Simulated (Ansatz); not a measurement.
# Si, pressure series

Consider Si in the diamond structure (space group Fd-3m, No. 227; a = 5.470 Å).

Cell and atoms are relaxed at each pressure.

Computed with DFT with PBE, PAW potentials and a 420 eV plane-wave cutoff in Ansatz (a quantum-chemistry and plane-wave program), no SOC.

```
case              smallest direct gap    band gap  width of the top valence band
----------------  -------------------  ----------  -----------------------------
base                          2.55 eV     0.61 eV                        3.76 eV
pressure −2 GPa            (withheld)  (withheld)                     (withheld)
pressure −1 GPa               2.55 eV     0.63 eV                        3.71 eV
pressure 0.3 GPa              2.55 eV     0.61 eV                        3.77 eV
pressure 0.7 GPa              2.56 eV     0.60 eV                        3.79 eV
pressure 1.5 GPa              2.56 eV     0.58 eV                        3.83 eV
pressure 3 GPa                2.56 eV     0.56 eV                        3.89 eV
pressure 5 GPa                2.57 eV     0.52 eV                        3.98 eV
pressure 7.5 GPa              2.58 eV     0.47 eV                        4.07 eV
pressure 10 GPa               2.59 eV     0.43 eV                        4.16 eV
```

What belongs in the blanks?


- pressure −2 GPa, smallest direct gap: 2.53 eV
- pressure −2 GPa, band gap: 0.65 eV
- pressure −2 GPa, width of the top valence band: 3.66 eV

Load acts through the strain it causes; cell and atoms are relaxed under it. No phonon test of stability was made. Tetrahedral semiconductors of this kind turn to denser phases somewhere between about 1 and 50 GPa; those were not computed, so compressed cells here can lie past the real transition.
